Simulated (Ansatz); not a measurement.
# What pressure 0.3 GPa does to WSe2

Consider WSe2 in the 2H-MoS2 type structure (space group P6_3/mmc, No. 194; a = 3.279 Å, c = 12.786 Å; layered, stacked along the Cartesian z axis).

Perturbation: cell and atoms relaxed at a pressure of 0.3 GPa.

Level of theory: Kohn–Sham DFT with the PBE-D3(BJ) functional, run in Ansatz (a program for electronic structure) with PAW and 420 eV plane waves, without spin-orbit coupling. Γ-centred 12×12×3 mesh, Fermi–Dirac width 0.05 eV.

```json
[
 {"quantity": "density", "base": "9.53 g/cm³", "changed": "9.59 g/cm³", "shift": "+0.055 g/cm³"},
 {"quantity": "lattice parameter a", "base": "327.9 pm", "changed": "327.6 pm", "shift": "-0.3 pm"},
 {"quantity": "c/a ratio", "base": "3.899", "changed": "3.889", "shift": "-0.010"},
 {"quantity": "enthalpy H = E + PV relative to the base's energy", "base": "–", "changed": "+0.04 eV/atom", "shift": "–"},
 {"quantity": "band gap", "base": "0.87 eV", "changed": "0.85 eV", "shift": "-0.02 eV"},
 {"quantity": "gap character", "base": "indirect, Γ → K–Γ (47 % along)", "changed": "indirect, Γ → K–Γ (47 % along)", "shift": "–"},
 {"quantity": "smallest direct gap", "base": "1.57 eV", "changed": "1.57 eV", "shift": "+0.008 eV"},
 {"quantity": "width of the top valence band", "base": "1.52 eV", "changed": "1.54 eV", "shift": "+0.013 eV"},
 {"quantity": "hole mass", "base": "1.3 mₑ along c, 0.70 mₑ across (at Γ)", "changed": "1.3 mₑ along c, 0.69 mₑ across (at Γ)", "shift": "–"},
 {"quantity": "valence-band top at Γ (three highest levels, from the VBM)", "base": "0.00, -0.96, -1.20 eV", "changed": "0.00, -0.94, -1.22 eV", "shift": "–"}
]
```

Cost of the whole job for the changed cell (relaxation, final SCF and bands): very roughly 100 core-seconds.

With W present, leaving out spin-orbit coupling can change the band edges. Load acts through the strain it causes; cell and atoms are relaxed under it. Masses are band curvatures over ±0.01 Å⁻¹ around the edge. No phonon test of stability was made.
